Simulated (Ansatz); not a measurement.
SiC (I-4m2), r2SCAN with spin-orbit coupling, rigid bands (Ansatz, a first-principles code): Condition of this run: uniaxial stress along [001] of 15 GPa (compression positive) (the target of the relaxation). band gap 0.99 eV, N_c = 4.68e18 cm⁻³ and N_v = 1.07e19 cm⁻³ at 300 K, conductivity masses along y (a = (0.00, 2.21, 2.06) Å; b = (2.21, 0.00, 2.06) Å; c = (2.21, 2.21, 0.00) Å) of 0.250 mₑ (electrons) and 0.645 mₑ (holes). Take k_BT = 0.02585 eV.

### Question
What built-in voltage has an abrupt junction with N_A = 1e17 and N_D = 1e17 cm⁻³, all dopants ionised?

### Answer
V_bi = E_g/e − (k_BT/e) ln(N_c N_v/(N_A N_D)) = 0.99 − 0.02585 × 8.52 = 0.77 V. It follows the computed gap one for one.

### Question
A film of it is 8 nm thick, with its normal along the direction named. Estimate the confinement energies in an infinite well.

### Answer
ħ²π²/(2m t²) = 0.376 eV·nm²/(m/mₑ × t²) gives 23.5 meV for electrons and 9.11 meV for holes, so the gap would widen to about 1.02 eV. Finite barriers and nonparabolic bands lower this, and with several valleys or bands the heaviest mass along the normal sets the lowest level, not this average.

### Question
Find the intrinsic carrier density and the intrinsic Fermi level.

### Answer
n_i = √(N_c N_v) exp(−E_g/2k_BT) = 7.08e18 × exp(−19.15) = 3.4e10 cm⁻³. The level lies (k_BT/2) ln(N_v/N_c) = 11 meV from mid-gap (positive towards the conduction band). Each 0.1 eV added to the gap lowers n_i by a factor of 6.9.

Rigid, parabolic bands with the computed gap; masses take one relaxation time for all states. Geometry: cell and atoms relaxed with PBEsol.
